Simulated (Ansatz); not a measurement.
The reference is SiO$_{2}$ in the rutile structure (space group P4_2/mnm, No. 136; a = 4.236 Å, c = 2.690 Å). Axes: x, y, z lie along a, b, c of the conventional cell.

(Cell as relaxed with PBE.)

Levels (all Ansatz, a program for electronic structure, PAW, earlier PAW set): PBE (420 eV, scalar-relativistic without spin-orbit coupling); r2SCAN (500 eV, no SOC).

Each level relaxes its own structure.

```json
[
 {"base": "volume per atom", "PBE": "8.04 Å³", "r2SCAN": "7.79 Å³"},
 {"base": "lattice parameter a", "PBE": "4.236 Å", "r2SCAN": "4.185 Å"},
 {"base": "band gap", "PBE": "5.05 eV", "r2SCAN": "6.53 eV"}
]
```

Perturbation: uniaxial strain ε_zz = −4.60 %, all other strain components held at zero; the atoms relax in the strained cell.

```tsv
quantity	PBE	r2SCAN
pressure (mean of the normal stresses, compression positive)	18.34 GPa	…
valley order (the lowest conduction-band minima on the path, energy above the VBM, named in the base's zone)	Γ 6.02 eV; A (1/2, 1/2, 1/2) 7.26 eV	…
energy relative to the base (free energy F)	+41 meV/atom	…
shift of the gap caused by the change	+0.97 eV	…
```

**Question.** Given the PBE results, estimate those of r2SCAN.

**Answer.** 
- pressure (mean of the normal stresses, compression positive), r2SCAN: 20.27 GPa
- valley order (the lowest conduction-band minima on the path, energy above the VBM, named in the base's zone), r2SCAN: Γ 7.55 eV; A (1/2, 1/2, 1/2) 8.62 eV
- energy relative to the base (free energy F), r2SCAN: +44 meV/atom
- shift of the gap caused by the change, r2SCAN: +1.02 eV

PBE's pressure lies 1.93 GPa below r2SCAN's; both order the valleys alike; PBE's energy relative to the base lies 3.0 meV/atom below r2SCAN's; PBE's shift of the gap caused by the change lies 0.05 eV below r2SCAN's. Neither level is exact; r2SCAN is the comparison here, not a measurement.

Stability against distortions was not tested.
